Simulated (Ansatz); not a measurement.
Consider NaI in the rock salt structure (space group Fm-3m, No. 225).

Space group Fm-3m (No. 225); a = b = c = 6.4021 Å, α = β = γ = 90.00°

```
atom  site  symmetry       x       y       z
----  ----  --------  ------  ------  ------
Na      4a      m-3m  0.0000  0.0000  0.0000
I       4b      m-3m  0.5000  0.5000  0.5000
```
(The calculation used a cell of 2 atoms; values per cell refer to that cell.)

All numbers come from Kohn–Sham DFT with the PBEsol functional, run in Ansatz (a program for electronic structure) with PAW and 420 eV plane waves, scalar-relativistic without spin-orbit coupling.

Before the change:

Density: 3.79 g/cm³
Shortest interatomic distance: 3.201 Å
Hole mass: 0.36, 1.5, 1.5 mₑ (at Γ)

One thing is altered: cell and atoms relaxed at a pressure of 3 GPa.

Problem. Estimate the effect on the density, shortest interatomic distance and hole mass.

Solution. The density increases by 0.521 g/cm³ (3.79 g/cm³ → 4.32 g/cm³); the shortest interatomic distance decreases by 0.134 Å (3.201 Å → 3.067 Å); the hole mass (degenerate bands, along [100]) changes from 0.36, 1.5, 1.5 mₑ (at Γ) to 0.32, 1.3, 1.3 mₑ (at Γ).

Spin-orbit coupling, missing from the scalar runs, can matter with I. The levels and masses belong to the bands next to the band gap. Load acts through the strain it causes; cell and atoms are relaxed under it. Masses are band curvatures over ±0.01 Å⁻¹ around the edge. Stability against distortions was not tested.
